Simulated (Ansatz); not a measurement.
Start from a 12-atom supercell of ZrB2 (space group P6/mmm, No. 191; a = 3.1714 Å, c = 3.5413 Å) at its relaxed geometry.

Level of theory: Ansatz (an electronic-structure program) PBE, no spin-orbit coupling.

One neutral defect a cell, atoms relaxed at fixed cell.

One change was made to it. Results:

The largest displacement of a host atom from its site in the perfect cell is 0.25 Å; the pressure goes from zero to 20.1 GPa.

Question: What was done to the base?
A. Li interstitial (started 1.77 Å from the nearest host atom)
B. In on a B site
C. Hf on a Zr site, symmetric start

Answer: A, Li interstitial (started 1.77 Å from the nearest host atom). For comparison, the pressure in the other runs: In on a B site gives 37.7 GPa; Hf on a Zr site, symmetric start gives -1.8 GPa.

In so small a cell the defect repeats every few ångströms: this is an ordered compound, not a dilute defect. Defects with a symmetric start kept the site's symmetry and may sit on a saddle; the others started slightly shaken. The final runs are not spin-polarised.
